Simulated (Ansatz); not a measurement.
# What pressure 3 GPa does to BN

Base system: BN in the zinc blende structure (space group F-43m, No. 216; a = 3.625 Å).

It is then changed as follows: a hydrostatic pressure of 3 GPa.

Computed with PBE/PAW in Ansatz (an electronic-structure program), without spin-orbit coupling. Settings: 16×16×16 k-points, 0.05 eV Fermi–Dirac smearing.

```tsv
quantity	base	changed	shift
volume per atom	5.95 Å³	5.91 Å³	-0.047 Å³
density	3.46 g/cm³	3.49 g/cm³	+0.03 g/cm³
lattice parameter a	6.850 bohr	6.832 bohr	-0.018 bohr
shortest interatomic distance	2.966 bohr	2.958 bohr	-0.008 bohr
enthalpy H = E + PV relative to the base's energy	–	+0.11 eV/atom	–
band gap	4.46 eV	4.47 eV	+0.01 eV
gap character	indirect, Γ → X	indirect, Γ → X	–
smallest direct gap	8.79 eV	8.83 eV	+0.04 eV
width of the top valence band	6.45 eV	6.50 eV	+0.056 eV
electron mass	0.91 mₑ along k, 0.30 mₑ across (at X)	0.91 mₑ along k, 0.30 mₑ across (at X)	–
hole mass (degenerate bands, along [100])	0.50, 0.53, 0.53 mₑ (at Γ)	0.51, 0.53, 0.53 mₑ (at Γ)	–
```

Load acts through the strain it causes; cell and atoms are relaxed under it. Masses are band curvatures over ±0.01 Å⁻¹ around the edge. Along k means along the line from Γ to the band edge. No phonon test of stability was made.
